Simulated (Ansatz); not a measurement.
Results of PBEsol (Ansatz, a first-principles code, PAW) for SrZrO3 (P4mm, No. 99, 5 atoms in the cell; start mp-1068742; a measured phase of this formula has another space group).

Numerical settings: plane-wave cutoff 520 eV, 8×8×8 k mesh, Fermi–Dirac smearing 0.01 eV, scalar-relativistic PAW data made under PBE.

Cell (relaxed at this level):

```
SrZrO3
1.0
    4.11103     0.00000     0.00000
    0.00000     4.11103     0.00000
    0.00000     0.00000     4.19217
Sr Zr O
1 1 3
Direct
  0.50000   0.50000   0.55398
  0.00000   0.00000   0.00411
  0.00000   0.00000   0.48195
  0.50000   0.00000   0.95198
  0.00000   0.50000   0.95198
```

Q: Predict the band gap and smallest direct gap on the k points sampled.

A: 
band gap: 3.35 eV
smallest direct gap on the k points sampled: 3.64 eV

Spin–orbit coupling is not included.

It cost around 14 core-seconds (rough) of CPU time.

A start named mp-… is a Materials Project structure, which need not be a measured phase.
